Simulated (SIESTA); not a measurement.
## Input and output of a self-consistent single point for LiVCuO₄ (Imma, 14 atoms in the cell) (SIESTA)

Method: SIESTA with GGA PBEsol+U, numerical atomic orbitals DZP, PseudoDojo PBEsol standard norm-conserving potentials (rewritten from UPF to PSML).

This input was run:

```
# files in the folder: Li.psml Cu.psml V.psml O.psml (PseudoDojo PBEsol standard)
SystemName  LiVCuO4
SystemLabel siesta

NumberOfAtoms                14
NumberOfSpecies              4
%block ChemicalSpeciesLabel
  1 3 Li
  2 29 Cu
  3 23 V
  4 8 O
%endblock ChemicalSpeciesLabel
LatticeConstant              6.074426 Ang
%block LatticeVectors
    -0.474301440    0.486615525    0.733650883
     0.474301440   -0.486615525    0.733650883
     0.474301440    0.486615525   -0.733650883
%endblock LatticeVectors
AtomicCoordinatesFormat      Fractional
%block AtomicCoordinatesAndAtomicSpecies
     0.000000000    0.000000000    0.500000000  1
     0.000000000    0.500000000    0.000000000  1
     0.000000000    0.000000000    0.000000000  2
     0.500000000    0.000000000    0.500000000  2
     0.636000000    0.386000000    0.250000000  3
     0.364000000    0.614000000    0.750000000  3
     0.291200000    0.274800000    0.016400000  4
     0.758400000    0.274800000    0.483600000  4
     0.708800000    0.725200000    0.983600000  4
     0.241600000    0.725200000    0.516400000  4
     0.249300000    0.234500000    0.485200000  4
     0.249300000    0.764100000    0.014800000  4
     0.750700000    0.235900000    0.985200000  4
     0.750700000    0.765500000    0.514800000  4
%endblock AtomicCoordinatesAndAtomicSpecies

XC.functional                GGA
XC.authors                   PBEsol
PAO.BasisSize                DZP
PAO.EnergyShift              0.01 Ry
PAO.Polarization.NonPerturbative true
MeshCutoff                   350 Ry
%block kgrid.MonkhorstPack
    6   0   0  0.0
    0   6   0  0.0
    0   0   6  0.0
%endblock kgrid.MonkhorstPack
OccupationFunction           MP
OccupationMPOrder            1
ElectronicTemperature        2320.9 K
Spin                         polarized
%block DM.InitSpin
  1 +0.00
  2 +0.00
  3 +0.00
  4 +0.00
  5 +2.00
  6 +2.00
  7 +0.00
  8 +0.00
  9 +0.00
  10 +0.00
  11 +0.00
  12 +0.00
  13 +0.00
  14 +0.00
%endblock DM.InitSpin
DFTU.ProjectorGenerationMethod 2
DFTU.CutoffNorm              0.9
DFTU.FirstIteration          true
%block DFTU.proj
  V 1
  n=3 2
  3.25 0.00
  0.00 0.00
%endblock DFTU.proj

MaxSCFIterations             150
SCF.Mixer.Method             Pulay
SCF.Mixer.Weight             0.1
SCF.Mixer.History            6
SCF.DM.Tolerance             1.0E-05
Diag.ParallelOverK           true
WriteForces                  true
Charge.Mulliken              end
```

The program printed (abridged):

```
reinit: Reading from file input.fdf

reinit: System Name: LiVCuO4
reinit: System Label: siesta

NOTE on units for spin output:
{S} is the spin magnetic moment, in units of the Bohr magneton,
assuming a g-factor for the electron spin of exactly 2.
The spin magnetic moment is then numerically equal to the charge inbalance,
in units of electrons, between the spin-up and -down channels.

coor:   Atomic-coordinates input format  =     Fractional

siesta: Atomic coordinates (Bohr) and species
siesta:      2.72225   2.79293  -4.21079  1        1
siesta:      2.72225  -2.79293   4.21079  1        2
siesta:      0.00000   0.00000   0.00000  2        3
siesta:      0.00000   5.58586   0.00000  2        4
siesta:      0.00000   2.79293   6.50146  3        5
siesta:      5.44451   2.79293   1.92012  3        6
siesta:     -0.00000   0.18322   4.62850  4        7
siesta:      0.00000   5.40264   4.62850  4        8
siesta:      5.44451   5.40264   3.79308  4        9
siesta:      5.44451   0.18322   3.79308  4       10
siesta:      2.56110   2.79293  -0.01179  4       11
siesta:      2.88341  -2.79293   8.40979  4       12
siesta:      2.56110   8.37879   0.01179  4       13
siesta:      2.88341   2.79293   8.43337  4       14

siesta: System type = bulk

initatomlists: Number of atoms, orbitals, and projectors:     14   192   192

siesta: ******************** Simulation parameters ****************************
redata: Spin configuration                          = collinear
redata: Time-Reversal Symmetry                      = T
redata: Number of Atomic Species                    =        4
redata: Mesh Cutoff                                 =   350.0000 Ry
redata: Net charge of the system                    =     0.0000 |e|
redata: Min. number of SCF Iter                     =        0
redata: Max. number of SCF Iter                     =      150
redata: SCF convergence failure will abort job
   [... lines left out ...]
superc: Number of atoms, orbitals, and projectors:   2450  33600  33600

                        Single-point calculation

superc: Internal auxiliary supercell:     5 x     5 x     7  =     175
superc: Number of atoms, orbitals, and projectors:   2450  33600  33600

outcell: Unit cell vectors (Ang):
       -2.881109    2.955910    4.456508
        2.881109   -2.955910    4.456508
        2.881109    2.955910   -4.456508

outcell: Cell vector modules (Ang)   :    6.074426    6.074426    6.074426
outcell: Cell angles (23,13,12) (deg):    123.3723    121.7633     85.6133
outcell: Cell volume (Ang**3)        :    151.8118
new_DM -- step:     1
Initializing Density Matrix...

Attempting to read DM from file... Failed...
DM filled with atomic data (user-defined):

InitMesh: MESH = 64 x 64 x 50 = 204800
InitMesh: Mesh cutoff (required, used) =   350.000   356.511 Ry
hubbard_term: recalculating local occupations    1
hubbard_term: maximum change in local occup.    0.502185
hubbard_term: recalculating Hamiltonian

stepf: Methfessel-Paxton step function
       Using Hermite-Gauss polynomials of order  1
hubbard_term: recalculating local occupations    1
hubbard_term: maximum change in local occup.    0.430902
hubbard_term: recalculating Hamiltonian
        iscf     Eharris(eV)        E_KS(eV)     FreeEng(eV)     dDmax    Ef(eV) dHmax(eV)
   scf:    1   -13673.439905   -16769.512199   -16769.537804  0.970547  0.348038187.201319
     spin moment: {S} , |S| = {        0.0        0.0    4.10603 }     4.10603
   scf:    2   -17525.610263   -18176.897154   -18176.918381  0.752181 -7.209735 44.510926
     spin moment: {S} , |S| = {        0.0        0.0    0.45768 }     0.45768
   scf:    3   -18265.907651   -18227.187240   -18227.220489  0.177885 -7.054596 34.345116
     spin moment: {S} , |S| = {        0.0        0.0    0.33840 }     0.33840
   scf:    4   -18316.733728   -18281.451910   -18281.491690  0.108829 -6.341272 13.992717
     spin moment: {S} , |S| = {        0.0        0.0    0.46299 }     0.46299
   scf:    5   -18182.886167   -18263.579256   -18263.578577  0.214683 -5.699514 19.385319
     spin moment: {S} , |S| = {        0.0        0.0    1.47037 }     1.47037
   scf:    6   -18086.595344   -18242.594150   -18242.634782  0.307785 -7.043948 29.387788
   [... lines left out ...]
hubbard_term: maximum change in local occup.    0.000990
   scf:   39   -18294.299643   -18294.299647   -18294.280032  0.000020 -6.156351  0.000563
     spin moment: {S} , |S| = {        0.0        0.0    2.02035 }     2.02035
hubbard_term: recalculating local occupations   25
hubbard_term: maximum change in local occup.    0.000976
   scf:   40   -18294.299646   -18294.299646   -18294.280031  0.000013 -6.156397  0.000416
     spin moment: {S} , |S| = {        0.0        0.0    2.02036 }     2.02036
hubbard_term: recalculating local occupations   26
hubbard_term: maximum change in local occup.    0.000963
   scf:   41   -18294.299650   -18294.299649   -18294.280034  0.000017 -6.156415  0.000197
     spin moment: {S} , |S| = {        0.0        0.0    2.02036 }     2.02036
hubbard_term: recalculating local occupations   27
hubbard_term: maximum change in local occup.    0.000965
   scf:   42   -18294.299651   -18294.299651   -18294.280036  0.000002 -6.156408  0.000159
     spin moment: {S} , |S| = {        0.0        0.0    2.02036 }     2.02036
SCF Convergence by DM+H criterion
max |DM_out - DM_in|         :     0.0000015892
max |H_out - H_in|      (eV) :     0.0001587397
DFT+U population converged by dTol_pop criteria:
max |pop(DFT+U)_i - pop(DFT+U)_j|:     0.0009652420
SCF cycle converged after 42 iterations

Using DM_out to compute the final energy and forces
hubbard_term: recalculating local occupations   28
hubbard_term: maximum change in local occup.    0.000965
hubbard_term: recalculating Hamiltonian and forces

siesta: E_KS(eV) =           -18294.2994

siesta: E_KS - E_eggbox =    -18294.2994

siesta: Atomic forces (eV/Ang):
     1   -0.000000   -0.000000   -0.000000
     2    0.000000    0.000000   -0.000000
     3   -0.000000   -0.000000   -0.000000
     4   -0.000000    0.000000   -0.000000
     5    0.010307   -0.003621   -0.334870
     6   -0.010307    0.003621    0.334870
     7   -0.000687    0.070642    0.080307
     8    0.000446   -0.077821    0.082961
     9    0.000687   -0.070642   -0.080307
    10   -0.000446    0.077821   -0.082961
    11   -0.203928    0.002355   -0.070414
    12    0.183567   -0.002670   -0.055850
    13   -0.183567    0.002670    0.055850
    14    0.203928   -0.002355    0.070414
   Tot    0.000000   -0.000000   -0.000000
   Max    0.334870
   Res    0.102356    sqrt( Sum f_i^2 / 3N )
   Max    0.334870    constrained

Stress tensor Voigt[x,y,z,yz,xz,xy] (kbar):       73.31       90.62       66.43        0.64        0.35       -0.10
(Free)E + p*V (eV/cell)   -18301.5558
Target enthalpy (eV/cell)   -18294.2798

siesta: Program's energy decomposition (eV):
siesta: Ebs     =     -3399.936254
siesta: Eions   =     24301.541978
siesta: Ena     =      2260.062047
siesta: Ekin    =      9018.642416
siesta: Enl     =     -2583.873657
siesta: Eso     =         0.000000
siesta: Edftu   =         6.995823
siesta: DEna    =       139.573119
siesta: DUscf   =        12.472850
siesta: DUext   =         0.000000
siesta: Ex      =     -2667.952628
siesta: Ec      =      -178.677425
siesta: Exc     =     -2846.630054
siesta: Eharris =    -18294.299651
siesta: Etot    =    -18294.299432
siesta: FreeEng =    -18294.279818

   [... lines left out ...]
siesta: Cell volume =        151.811817 Ang**3
siesta:         -76.78823104        -73.16353367  kBar
   [... lines left out ...]
   6  5.932   0.979   0.089   0.062   0.989   0.990   0.989   0.094   0.111
              0.130   0.259   0.263   0.269   0.237   0.257   0.002   0.082

              0.008   0.046   0.076

Species: O
Atom  Qatom  Qorb
               2s      2s      2py     2pz     2px     2py     2pz     2px
               3dxy    3dyz    3dz2    3dxz    3dx2-y2
   7  3.156   0.855   0.033   0.716   0.742   0.779   0.020   0.010  -0.020
              0.005   0.003   0.007   0.004   0.003
   8  3.156   0.854   0.033   0.716   0.742   0.779   0.020   0.010  -0.020
   [... 13 lines left out ...]

mulliken: Qtot =       57.990

Mulliken Atomic Populations:
Atom #   charge [q] valence [e]      Sz [e]  Species
     1    -0.013847    3.013847   -0.004267  Li
     2    -0.013581    3.013581   -0.004272  Li
     3     0.646588   18.353412    0.542183  Cu
     4     0.646458   18.353542    0.542177  Cu
     5     1.127379   11.872621    0.009151  V
     6     1.127379   11.872621    0.009151  V
     7    -0.354495    6.354495    0.041654  O
     8    -0.354243    6.354243    0.041629  O
     9    -0.354495    6.354495    0.041654  O
    10    -0.354243    6.354243    0.041629  O
    11    -0.525831    6.525831    0.189930  O
    12    -0.525619    6.525619    0.189904  O
    13    -0.525619    6.525619    0.189904  O
    14    -0.525831    6.525831    0.189930  O
 Total     0.000000                2.020360
```

The run converged in 42 iterations.

The starting cell comes from a database of published, mostly measured structures (it also holds non-ambient and calculated ones), without a prior relaxation at this level. Its lattice was rescaled by a random factor within 2.5 % of one. The magnetic order is the one reached from the typed start; others were not searched systematically. With U or open f shells several self-consistent states can exist. Values carry the incompleteness of an atom-centred basis. With a pressure of about -8 GPa the cell is away from its equilibrium volume at this level.

Cost on one core of a shared machine: roughly 20 min.
